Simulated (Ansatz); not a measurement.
The reference is Ce in the fcc (Cu type) structure (space group Fm-3m, No. 225; a = 4.7508 Å; relaxed with 0.1 eV smearing).

Calculations: PBE (Ansatz, a program for electronic structure, PAW, no SOC), earlier PAW set.

Base values:

- Pressure: 0.0 GPa

Modification: the cell is scaled by 1.0086 in all directions; the atoms relax in the strained cell.

### Question
How does this affect the energy relative to the base?

### Answer
The energy rises by 1.9 meV/atom.

### Question
How does this affect the pressure?

### Answer
The pressure goes from zero to -0.9 GPa.

Open 4f shells without U are poorly described, and the f state was not checked. No phonon test of stability was made. Starting moments died away, wholly or in part, for the base; another magnetic solution may exist. All final runs are without spin polarisation.
